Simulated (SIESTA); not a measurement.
A self-consistent single point of LaSi2 (P1, 6 atoms in the cell) with SIESTA.

Level of theory: GGA PBEsol, numerical atomic orbitals DZP, PseudoDojo PBEsol standard norm-conserving potentials (rewritten from UPF to PSML) run with SIESTA.

The change in words: atoms moved at random. Reference geometry:
```
CELL_PARAMETERS angstrom
     -2.19417     2.19417     6.80509
      2.19417    -2.19417     6.80509
      2.19417     2.19417    -6.80509
ATOMIC_POSITIONS crystal
  La 0.50000 0.50000 0.00000
  La 0.25000 0.75000 0.50000
  Si 0.83577 0.33577 0.50000
  Si 0.08577 0.08577 0.00000
  Si 0.91423 0.91423 0.00000
  Si 0.66423 0.16423 0.50000
```

Reference input (self-consistent single point, DFT, GGA PBEsol, numerical atomic orbitals DZP, PseudoDojo PBEsol standard norm-conserving potentials (rewritten from UPF to PSML)): XC.functional = GGA; XC.authors = PBEsol; potentials = PseudoDojo PBEsol standard; PAO.BasisSize = DZP; PAO.EnergyShift = 0.01 Ry; MeshCutoff = 350 Ry; kgrid.MonkhorstPack = 7 7 7; OccupationFunction = FD; ElectronicTemperature = 1160.45 K; MaxSCFIterations = 150; SCF.Mixer.Method = Pulay; SCF.Mixer.Weight = 0.1. This run's input differs from it in these lines:

```diff
@@ -18,8 +18,8 @@
 %block AtomicCoordinatesAndAtomicSpecies
-     0.000000000    0.000000000    6.805085000  1
-     2.194170000    0.000000000    3.402542500  1
-     0.000000000    2.194170000    4.569886781  2
-     0.000000000   -0.000000000    1.167344281  2
-     0.000000000   -0.000000000   12.442825719  2
-     0.000000000    2.194170000    2.235198219  2
+    -0.023482007    0.005884764    6.789460525  1
+     2.216807252   -0.036521960    3.457493561  1
+     0.035940505    2.194082233    4.599189477  2
+     0.007852934   -0.005873793    1.077047608  2
+    -0.043170295    0.026749126   12.430855575  2
+     0.000226000    2.204019629    2.268835754  2
 %endblock AtomicCoordinatesAndAtomicSpecies
```

Output (repeated stretches shortened):

```
        iscf     Eharris(eV)        E_KS(eV)     FreeEng(eV)     dDmax    Ef(eV) dHmax(eV)
   scf:    1    -2357.754688    -2372.645392    -2372.727939  1.866403 -4.566864  2.627432
   scf:    2    -2372.990880    -2372.826712    -2372.909519  0.028001 -4.567403  2.051835
   scf:    3    -2373.200427    -2373.057072    -2373.140818  0.070963 -4.578687  0.800024
   scf:    4    -2373.107346    -2373.085778    -2373.170245  0.031295 -4.595470  0.319243
   scf:    5    -2373.105516    -2373.096723    -2373.181626  0.028058 -4.619760  0.074522
   [... 2 lines left out ...]
   scf:    8    -2373.098207    -2373.098195    -2373.183153  0.000711 -4.628501  0.010335
   scf:    9    -2373.098095    -2373.098162    -2373.183148  0.000785 -4.627980  0.011002
   scf:   10    -2373.098192    -2373.098183    -2373.183167  0.000355 -4.628062  0.000772
   scf:   11    -2373.098183    -2373.098183    -2373.183167  0.000055 -4.627923  0.000425
SCF Convergence by DM+H criterion
max |DM_out - DM_in|         :     0.0000548662
max |H_out - H_in|      (eV) :     0.0004253420
SCF cycle converged after 11 iterations

Using DM_out to compute the final energy and forces

siesta: E_KS(eV) =            -2373.0982

siesta: E_KS - E_eggbox =     -2373.0982

siesta: Atomic forces (eV/Ang):
     1    0.082905   -0.005895    0.307240
     2   -0.043682    0.281706   -0.574977
     3   -0.600522   -0.068901   -0.171235
     4   -0.013522    0.087829    1.353425
     5    0.590131   -0.158305   -0.434073
     6   -0.014822   -0.136284   -0.480017
   Tot    0.000488    0.000149    0.000362
   Max    1.353425
   Res    0.444626    sqrt( Sum f_i^2 / 3N )
   Max    1.353425    constrained

   [... lines left out ...]
siesta: FreeEng =     -2373.183167
   [... lines left out ...]
siesta:     0.006277   -0.000017   -0.002684
siesta:    -0.000017    0.012918    0.002135
siesta:    -0.002684    0.002135   -0.013278

siesta: Cell volume =        131.049115 Ang**3

siesta: Pressure (static):
siesta:                Solid            Molecule  Units
siesta:          -0.00002148          0.00015392  Ry/Bohr**3
siesta:          -0.00197259          0.01413209  eV/Ang**3
siesta:          -3.16044075         22.64210017  kBar
```

The run converged in 11 iterations. Against the reference run the free energy rises by 20.7 meV/atom, the pressure goes from -0.81 to -0.32 GPa and the largest force goes from 0.120 to 1.356 eV/Å.

The starting cell comes from a database of computed structures (which also holds hypothetical and non-ambient phases and stackings), without a prior relaxation at this level. For this run, on top of that: atoms moved at random. Values carry the incompleteness of an atom-centred basis. Forces in this geometry exceed 1 eV/Å.

Cost on one core of a shared machine: roughly 70 s.
